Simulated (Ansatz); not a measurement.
Spacing of the highest filled and lowest empty level at the zone centre in eight small model glasses of hand-chosen composition and density, fast-quenched (anions pushed apart in CHGNet runs), each at its PBE geometry, by PBE and by r2SCAN (Ansatz, a first-principles code, plane waves, PAW). The cells are the first eight to finish that balance their formal charges, show no moments and no lower geometry on charging where those were tested, and have a gap at both levels; defect levels can set the spacings.

```json
[
 {"cell": "Ti20O43B2", "quench by": "CHGNet", "pressure (GPa)": "2.6", "levels at the gap": "localised at the filled edge", "PBE (eV)": "2.78", "experiment, tabulated (eV)": "-"},
 {"cell": "Ga24O39Y2", "quench by": "CHGNet", "pressure (GPa)": "0.9", "levels at the gap": "localised at the filled edge", "PBE (eV)": "1.77", "experiment, tabulated (eV)": "-"},
 {"cell": "In9Ga9Zn9O37Li2", "quench by": "CHGNet", "pressure (GPa)": "0.9", "levels at the gap": "spread", "PBE (eV)": "0.92", "experiment, tabulated (eV)": "-"},
 {"cell": "Ti20O43La2", "quench by": "CHGNet", "pressure (GPa)": "0.9", "levels at the gap": "spread", "PBE (eV)": "2.77", "experiment, tabulated (eV)": "-"},
 {"cell": "In24O38Ge", "quench by": "CHGNet", "pressure (GPa)": "-0.9", "levels at the gap": "spread", "PBE (eV)": "0.48", "experiment, tabulated (eV)": "-"},
 {"cell": "Hf18O37Sr", "quench by": "CHGNet", "pressure (GPa)": "0.1", "levels at the gap": "localised at the filled edge", "PBE (eV)": "3.90", "experiment, tabulated (eV)": "-"},
 {"cell": "Hf18O39Al2", "quench by": "CHGNet", "pressure (GPa)": "-0.3", "levels at the gap": "localised at the filled edge", "PBE (eV)": "3.81", "experiment, tabulated (eV)": "-"},
 {"cell": "Si24O49Cu2", "quench by": "CHGNet", "pressure (GPa)": "2.3", "levels at the gap": "localised at the filled edge", "PBE (eV)": "1.96", "experiment, tabulated (eV)": "-"}
]
```

Question: What does r2SCAN give, and how does it move these values against PBE?

Answer: Ti20O43B2 3.12, Ga24O39Y2 2.30, In9Ga9Zn9O37Li2 1.36, Ti20O43La2 3.11, In24O38Ge 0.93, Hf18O37Sr 4.38, Hf18O39Al2 4.28, Si24O49Cu2 2.31 eV. It raises them by +0.34 to +0.54 eV, +0.43 eV on average. A straight line through the eight gives r2SCAN = 1.00 × PBE +0.43 eV, with a scatter of 0.07 eV.
